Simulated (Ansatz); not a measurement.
Here is the system:

```
CELL_PARAMETERS angstrom
      0.00000     0.00000    -3.35533
     -2.84242    -2.84242    -1.67767
     -2.84242     2.84242    -1.67767
ATOMIC_POSITIONS crystal
  Sn 0.25000 0.50000 0.50000
  Sn 0.00000 0.00000 0.00000
```

No spin polarisation.

The values are results of PBE, PAW, 420 eV (Ansatz, an electronic-structure program; no spin-orbit coupling), earlier PAW set, not measurements. Γ-centred 20×20×20 mesh, Fermi–Dirac width 0.1 eV.

Question: What band gap does the calculation give?

Answer: Zero.

Question: Estimate the pressure (mean of the normal stresses, compression positive).

Answer: 3.2 GPa.

A biaxial case was relaxed in a doubled cell and then solved in the primitive one. The cells carry an imposed strain or load. Stability against distortions was not tested. The cell was made from Sn (space group I4_1/amd, No. 141) by this change: biaxial strain −4.45 %, plane normal [001], relaxed out of plane.
